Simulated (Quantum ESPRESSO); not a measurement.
Troubleshooting Quantum ESPRESSO: a failed run on DySi2Rh3 (P6/mmm, 6 atoms in the cell). The aim is a self-consistent single point with DFT, PBEsol, plane waves, SSSP 1.1.2 efficiency (PBE) pseudopotentials.

Cell that was meant: a = 5.4860 Å, b = 5.4860 Å, c = 3.5410 Å, α = 90.00°, β = 90.00°, γ = 120.00°.

Part of the input:

```fortran
    smearing = 'gauss',
    degauss = 0.019992,
    nspin = 2,
    input_dft = 'pbesol',
/
&ELECTRONS
    conv_thr = 1.0d-9,
```

Output, abridged:

```
 %%%%%%%%%%%%%%%%%%%%%%%%%%%%%%%%%%%%%%%%%%%%%%%%%%%%%%%%%%%%%%%%%%%%%%%%%%%%%%
     Error in routine iosys (1):
     some starting_magnetization MUST be set
 %%%%%%%%%%%%%%%%%%%%%%%%%%%%%%%%%%%%%%%%%%%%%%%%%%%%%%%%%%%%%%%%%%%%%%%%%%%%%%

     stopping ...
```

**Question.** Read the log: what does the program object to, and what is the fix?

**Answer.** The fault is a spin-polarised run without starting moments; here the program stops on it instead of giving results. To fix it, give starting moments. The program stopped before any SCF iteration.

The sound input it was made from differs as follows (other fixes are possible):
```diff
+    starting_magnetization(2) = 0.250,
```

With that input, the run converged in 30 iterations: free energy E − TS -19628.3014 eV; Fermi level (on the code's own zero) 18.14 eV; pressure 4.90 GPa; size of the cell's spin moment 4.73 μB; site moments (μB, in the program's spheres or projections) Si -0.01, Si -0.01, Dy 4.77, Rh -0.02, Rh -0.02, Rh -0.02 (DFT, PBEsol, plane waves, SSSP 1.1.2 efficiency (PBE) pseudopotentials).

On the sound input: the starting cell comes from a database of published, mostly measured structures (it also holds non-ambient and calculated ones), without a prior relaxation at this level. With one magnetic atom in the cell only a parallel order is possible. With U or open f shells several self-consistent states can exist. The f electrons are in the valence without U or exact exchange, which can misplace them near the Fermi level. Spin-orbit terms, which matter for f shells, are left out. With a pressure of about 5 GPa the cell is away from its equilibrium volume at this level. Without a gap this mesh is coarse (it stands for a supercell whose shortest vector is 11 Å).
